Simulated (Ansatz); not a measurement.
TiB2, response to strain

The reference is TiB2 (space group P6/mmm, No. 191; a = 3.032 Å, c = 3.224 Å; relaxed with 0.1 eV smearing).

Strains are applied to the cell and any free atomic positions relax.

The values are results of PBE (Ansatz, a program for electronic structure), no SOC, not measurements.

Notes on the quantities. pressure: mean of the normal stresses, compression positive.

| isotropic strain (%) | pressure (GPa) |
|---|---|
| -2.5 | 22.4 |
| -2 | 17.4 |
| -1 | 8.2 |
| 0 | 0.0 |
| 0.5 | ? |
| 1.5 | -10.4 |
| 2 | -13.5 |
| 2.5 | -16.4 |
| 3 | -19.0 |

Task: Fit P = P₀ − Bδ + Cδ² with δ = (1 + ε)³ − 1 to the rows shown and predict the withheld row.

Result: Least squares on the printed values gives P₀ = 0.1 GPa, B = 260 GPa (at held cell shape), C = 598 GPa (largest residual 0.2 GPa); this predicts -3.7 GPa, and the run gives -3.7 GPa, in agreement.

No phonon test of stability was made. The final runs are not spin-polarised.
